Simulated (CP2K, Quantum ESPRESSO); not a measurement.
A CP2K input for a self-consistent single point of SnO2 (P4_2/mnm, 6 atoms in the cell) (DFT PBE, GPW, DZVP-MOLOPT-SR-GTH basis, GTH-PBE potentials (GTH_POTENTIALS)):

```
&GLOBAL
  PROJECT run
  RUN_TYPE ENERGY_FORCE
  PRINT_LEVEL MEDIUM
&END GLOBAL
&FORCE_EVAL
  METHOD Quickstep
  STRESS_TENSOR ANALYTICAL
  &DFT
    BASIS_SET_FILE_NAME BASIS_MOLOPT
    POTENTIAL_FILE_NAME GTH_POTENTIALS
    &QS
      METHOD GPW
      EPS_DEFAULT 1E-10
    &END QS
    &MGRID
      CUTOFF 450
      REL_CUTOFF 40
      NGRIDS 4
    &END MGRID
    &SCF
      SCF_GUESS ATOMIC
      EPS_SCF 1E-6
      MAX_SCF 100
      ADDED_MOS 6
      &DIAGONALIZATION
        ALGORITHM STANDARD
      &END DIAGONALIZATION
      &MIXING
        METHOD BROYDEN_MIXING
        ALPHA 0.3
        NBUFFER 10
        BETA 1.5
      &END MIXING
    &END SCF
    &KPOINTS
      SCHEME MONKHORST-PACK 7 7 10
      GAMMA_CENTERED T
    &END KPOINTS
    &XC
      &XC_FUNCTIONAL PBE
      &END XC_FUNCTIONAL
    &END XC
    &PRINT
      &MO
        EIGENVALUES T
        OCCUPATION_NUMBERS T
        NDIGITS 8
        FILENAME mo
        &EACH
          QS_SCF 0
        &END EACH
        ADD_LAST NUMERIC
      &END MO
      &MULLIKEN ON
      &END MULLIKEN
    &END PRINT
  &END DFT
  &SUBSYS
    &CELL
      A 4.78019100 0.00000000 0.00000000
      B 0.00000000 4.78019100 0.00000000
      C 0.00000000 0.00000000 3.21784800
      PERIODIC XYZ
    &END CELL
    &COORD
      SCALED
      Sn       0.50000000     0.50000000     0.50000000
      Sn       0.00000000     0.00000000     0.00000000
      O        0.19403000     0.80597000     0.50000000
      O        0.80597000     0.19403000     0.50000000
      O        0.69403000     0.69403000     0.00000000
      O        0.30597000     0.30597000     0.00000000
    &END COORD
    &KIND Sn
      BASIS_SET DZVP-MOLOPT-SR-GTH
      POTENTIAL GTH-PBE-q4
    &END KIND
    &KIND O
      BASIS_SET DZVP-MOLOPT-SR-GTH
      POTENTIAL GTH-PBE-q6
    &END KIND
  &END SUBSYS
  &PRINT
    &FORCES ON
    &END FORCES
    &STRESS_TENSOR ON
    &END STRESS_TENSOR
  &END PRINT
&END FORCE_EVAL
```

Task: Translate this input to Quantum ESPRESSO.

Result: This is the input that was run; spellings and numerical settings could be chosen otherwise.

```fortran
&CONTROL
 calculation = 'scf'
 prefix = 'scf'
 outdir = './tmp/'
 pseudo_dir = './'
 verbosity = 'high'
 tprnfor = .true.
 tstress = .true.
/
&SYSTEM
 ibrav = 6
 A = 4.780191000
 C = 3.217848000
 nat = 6
 ntyp = 2
 ecutwfc = 40
 ecutrho = 200
 occupations = 'fixed'
 nbnd = 30
/
&ELECTRONS
 conv_thr = 1.0d-9
 mixing_beta = 0.4
/
ATOMIC_SPECIES
Sn   118.7100  sn_pbe_v1.4.uspp.F.UPF
O     15.9990  o_pbe_v1.2.uspp.F.UPF
ATOMIC_POSITIONS {crystal}
Sn    0.500000000    0.500000000    0.500000000
Sn    0.000000000    0.000000000    0.000000000
O     0.194030000    0.805970000    0.500000000
O     0.805970000    0.194030000    0.500000000
O     0.694030000    0.694030000    0.000000000
O     0.305970000    0.305970000    0.000000000
K_POINTS {automatic}
7 7 10  0 0 0
```

Basis settings and potentials, where a program has them, do not carry over. This input uses DFT, PBE, plane waves, GBRV 1.5 ultrasoft (PBE) pseudopotentials.

The starting cell comes from a database of computed structures (which also holds hypothetical and non-ambient phases and stackings), without a prior relaxation at this level. Its lattice was rescaled by a random factor within 2.5 % of one. For this run, on top of that: lattice scaled by 0.98.
